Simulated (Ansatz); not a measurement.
The starting structures come from a database of crystals and need not be the phases stable at ambient conditions.

 Where the default PAW files enter, the runs use the earlier of Ansatz's two default sets.

Input:

```xyz
4
Lattice="3.8860 0.0000 0.0000 -1.9430 3.3654 0.0000 1.9430 1.1218 6.4308" Properties=species:S:1:pos:R:3 pbc="T T T"
Ga     0.0000     2.2436     1.9685
Ga     3.8860     2.2436     4.4623
P      1.9430     3.3654     1.1071
P      1.9430     1.1218     5.3237
```

Space group of this cell: R-3m. The cell is taken as given; by r2SCAN its mean pressure is -2.3 GPa.

The current runs along the normal of the first two printed vectors, the (001) plane. All runs by Ansatz (a program for electronic structure), plane waves and PAW, without spin-orbit coupling; the base is r2SCAN.

| run | mean pressure (GPa) | gap (eV) | mid-gap κ (1/Å) |
|---|---|---|---|
| base | -2.3 | 1.07 | 0.095 |
| all lengths scaled by 0.98 | 2.6 | 1.06 | 0.102 |
| all lengths scaled by 1.02 | -6.0 | [?] | [?] |
| lda in place of r2scan | -4.8 | 0.71 | 0.079 |
| lengths across the current scaled by 0.98, ions clamped | 0.7 | [?] | [?] |
| lengths across the current scaled by 1.02, ions clamped | -4.7 | 1.15 | 0.102 |
| lengths along the current scaled by 0.97, ions clamped | 0.4 | 1.22 | 0.112 |
| lengths along the current scaled by 1.03, ions clamped | -4.4 | 0.91 | 0.077 |
| pbesol in place of r2scan | -2.8 | [?] | [?] |

Problem. Fill in the missing entries.

Solution. 
- all lengths scaled by 1.02, gap (eV): 1.03
- all lengths scaled by 1.02, mid-gap κ (1/Å): 0.087
- lengths across the current scaled by 0.98, ions clamped, gap (eV): 0.96
- lengths across the current scaled by 0.98, ions clamped, mid-gap κ (1/Å): 0.091
- pbesol in place of r2scan, gap (eV): 0.73
- pbesol in place of r2scan, mid-gap κ (1/Å): 0.082
